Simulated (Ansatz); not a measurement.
BeTe (F-43m): ε∞ = 6.881, static ε₀ = 8.178, effective LO energy 61.6 meV, electron mass 0.378 mₑ (band masses from r2SCAN with spin-orbit coupling, rigid bands in Ansatz, an electronic-structure program, cell and atoms relaxed with r2SCAN; dielectric constants and zone-centre modes from r2SCAN (Ansatz) on its own relaxed cell).

Task: Work out the Fröhlich coupling α = (1/ε∞ − 1/ε₀) √(m Ry/ħω_LO) and what it means for transport at 300 K.

Result: 1/ε∞ − 1/ε₀ = 0.0230 and √(m × 13.606 eV/ħω) = 9.13, so α = 0.210; in weak coupling the polaron mass is about m(1 + α/6). By the iterated Boltzmann equation for weak coupling, the polar-phonon-limited mobility is 1140 cm²/(V·s) at 300 K (4500 at 200 K, 550 at 400 K).

Model: isotropic Fröhlich coupling of one parabolic band to one effective longitudinal optical (LO) phonon, from the dielectric constants and phonon modes at the zone centre, chosen so that α equals the sum over the polar modes. Acoustic, nonpolar, intervalley and impurity scattering are left out, and they lower the mobility further; with several valleys or bands the averaged mass is a rough stand-in. Semilocal functionals tend to overestimate ε∞, which makes α low and the mobility high.
